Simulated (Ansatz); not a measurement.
The starting structures come from a database of crystals and need not be the phases stable at ambient conditions.

 Where the default PAW files enter, the runs use the earlier of Ansatz's two default sets.

Tunnelling through a barrier is set by its complex band structure: the current falls as exp(−2κd) with the smallest κ.

Input:

```yaml
crystal:
  lattice:
    - [5.75012, 0.00000, 0.00000]
    - [-1.91671, 5.42127, 0.00000]
    - [1.91671, 2.71063, 4.69495]
  atoms:
    - { symbol: Zr, position: [0.12500, 0.87500, 0.75000] }
    - { symbol: Zr, position: [0.37500, 0.62500, 0.25000] }
    - { symbol: Zr, position: [0.25000, 0.12500, 0.12500] }
    - { symbol: Zr, position: [0.75000, 0.37500, 0.37500] }
    - { symbol: Zr, position: [0.87500, 0.25000, 0.87500] }
    - { symbol: Zr, position: [0.62500, 0.75000, 0.62500] }
    - { symbol: N, position: [0.36968, 0.36968, 0.63032] }
    - { symbol: N, position: [0.63032, 0.50000, 0.00000] }
    - { symbol: N, position: [0.50000, 0.00000, 0.86968] }
    - { symbol: N, position: [0.00000, 0.63032, 0.50000] }
    - { symbol: N, position: [0.13032, 0.50000, 0.00000] }
    - { symbol: N, position: [0.86968, 0.86968, 0.13032] }
    - { symbol: N, position: [0.00000, 0.13032, 0.50000] }
    - { symbol: N, position: [0.50000, 0.00000, 0.36968] }
```

Space group of this cell: I-43d. The cell is strained (all lengths scaled by 0.98); by PBEsol its mean pressure is 12.0 GPa.

Transport runs along the normal of the first two printed cell vectors, the (110) plane of the conventional cell.

The gap is the functional's own. No spin-orbit coupling. Mid-gap values are interpolated on the energy grid.

State the band gap and the smallest decay constant κ at mid-gap according to PBEsol in Ansatz (a first-principles code).

Gap 0.56 eV on a 6×6×6 mesh; κ = 0.143 1/Å, at the zone centre.
